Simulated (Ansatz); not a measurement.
The reference is Ga₂O₃ in the corundum structure (space group R-3c, No. 167; a = 5.058 Å, c = 13.623 Å (hexagonal axes)). Axes: x lies along a and z along c of the hexagonal cell.

Method: PBE/PAW in Ansatz (an electronic-structure program), no spin-orbit coupling.

Base values:

| Item | Value |
|---|---|
| Shortest interatomic distance | 1.952 Å |
| Band gap | 2.40 eV |

Perturbation: uniaxial strain ε_zz = +0.75 %, all other strain components held at zero; the atoms relax in the strained cell.

Question: What does the calculation give for the shortest interatomic distance, band gap and stress after the change?

Answer: The shortest interatomic distance increases by 0.004 Å, from 1.952 Å to 1.956 Å; the band gap decreases by 0.07 eV, from 2.40 eV to 2.33 eV; the stress (xx, yy, zz, yz, xz, xy; compression positive) comes out as (-0.82, -0.82, -2.39, 0.00, 0.00, 0.00) GPa.

Gaps are Kohn–Sham eigenvalue differences; semilocal functionals usually give less than the measured gap. No phonon test of stability was made.
